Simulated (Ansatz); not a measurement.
Seebeck coefficient (μV/K, mean over directions) of n-type ZnSe (F-43m) against carrier density, PBEsol, rigid bands in Ansatz (an electronic-structure program). Computed gap 1.24 eV; densities at which minority carriers matter at this gap, or further valleys turn the trend, are left out. Conductivity mass 0.102 mₑ (harmonic mean over directions), N_c = 7.7e17 cm⁻³ at 300 K.

```
electron density  300 K  500 K
----------------  -----  -----
1e16 cm⁻³          -586   -656
1e17 cm⁻³          -388   -458
1e18 cm⁻³          -200   -265
3e18 cm⁻³          -124      ?
1e19 cm⁻³             ?   -104
3e19 cm⁻³           -35    -59
1e20 cm⁻³           -19    -32
3e20 cm⁻³           -12      ?
```

### Question
What belongs in the gaps?

### Answer

- 3e18 cm⁻³, 500 K: -180
- 1e19 cm⁻³, 300 K: -65
- 3e20 cm⁻³, 500 K: -20

Rigid bands with a gap fixed in temperature, one relaxation time for all states, no polarons or phonon drag, and whether or not such doping can be reached. Spin-orbit coupling is left out.
